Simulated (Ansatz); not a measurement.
For NbP (I4₁md, No. 109, 4 atoms in the cell; start mp-9339), LDA (PAW; Ansatz, a program for electronic structure) gives:

| Item | Value |
|---|---|
| lattice constant a | 3.304 Å |
| lattice parameter c | 11.230 Å |

### Question
What does r²SCAN in Ansatz (PAW) give for the same quantities?

### Answer

- lattice constant a: 3.340 Å (increases by 1.1 %)
- lattice parameter c: 11.449 Å (increases by 2.0 %)

Changes are worked out from the printed values.

Unless a cell is named, each level is at its own relaxed cell (LDA 15.32, r²SCAN 15.96 Å³/atom).

Caveats: the relaxation could not lower the start's symmetry, so the cell can be a saddle point above a distorted one (LDA, r²SCAN). Ansatz's density-functional and Hartree–Fock values are scalar-relativistic unless marked +SOC, with PAW data made under PBE.

A start named mp-… is a Materials Project structure, which need not be a measured phase.
